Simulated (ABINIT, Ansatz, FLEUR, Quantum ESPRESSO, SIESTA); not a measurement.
## Code comparison for Tc3N (P-6m2, 4 atoms in the cell)

Self-consistent single point, at a second geometry (lattice scaled by 0.98). First geometry:

```yaml
crystal:
  lattice:
    - [2.79779, 0.00000, 0.00000]
    - [-1.39889, 2.42296, 0.00000]
    - [0.00000, 0.00000, 7.03934]
  atoms:
    - { symbol: Tc, position: [0.00000, 0.00000, 0.50000] }
    - { symbol: Tc, position: [0.66667, 0.33333, 0.80333] }
    - { symbol: Tc, position: [0.66667, 0.33333, 0.19667] }
    - { symbol: N, position: [0.00000, 0.00000, 0.00000] }
```

Shared settings, as Ansatz (an electronic-structure program) writes them: kpoints.mp_grid.grid = 14 14 5; scf.occupations.method = gaussian; scf.occupations.width = 0.0037 Ry. Potentials and cutoffs stand in the table.

| code | model | ΔF from the first geometry (meV/atom) | pressure (GPa) | largest force (eV/Å) | cutoff |
|---|---|---|---|---|---|
| Ansatz | PBEsol, default PAW files made with PBE | 23.2 | 17.81 | 0.027 | default |
| SIESTA | GGA PBEsol, numerical atomic orbitals DZP, PseudoDojo PBEsol standard norm-conserving potentials (rewritten from UPF to PSML) | 35.1 | 21.29 | 0.447 | grid 300 Ry |
| Quantum ESPRESSO | PBEsol, GBRV 1.5 ultrasoft (PBESOL) pseudopotentials | 22.2 | 17.23 | 0.030 | 40 Ry |
| ABINIT | PBEsol, norm-conserving pseudopotentials (PseudoDojo nc-sr-04 PBEsol standard) | 25.3 | 18.33 | 0.054 | 84 Ry |
| FLEUR | PBEsol, all-electron FLAPW (FLEUR), scalar-relativistic valence | – | – | 0.055 | Kmax 4.4 1/bohr |

A dash marks a value that a program does not give, or that is left out as unsure.

On Ansatz's run: spin polarisation is off.

The spread over the programs that give each value: ΔF from the first geometry within 12.9 meV/atom; pressure within 4.06 GPa; largest force within 0.420 eV/Å.

SIESTA uses small atom-centred bases, whose incompleteness enters pressures, forces and empty levels differently from a plane-wave cutoff. FLEUR treats all electrons, but the usual bases taken here (sphere radii, linearisation, local orbitals, empty states) were not tested for convergence, so the values are no reference for the others. Ansatz's pressure is given at a fixed set of plane waves, as the other plane-wave codes print theirs. In the pressure, SIESTA (by 3.48) lies more than 1 GPa from the median of the plane-wave programs. In the force vectors, SIESTA (by 0.417) and FLEUR (by 0.085) lie more than 0.08 eV/Å from the median of the plane-wave programs.

The starting cell comes from a database of computed structures (which also holds hypothetical and non-ambient phases and stackings), without a prior relaxation at this level. For this run, on top of that: lattice scaled by 0.98.

Left out of this page: Elk (not drawn, or without a comparable value).

Keys are those of Ansatz 0.2.
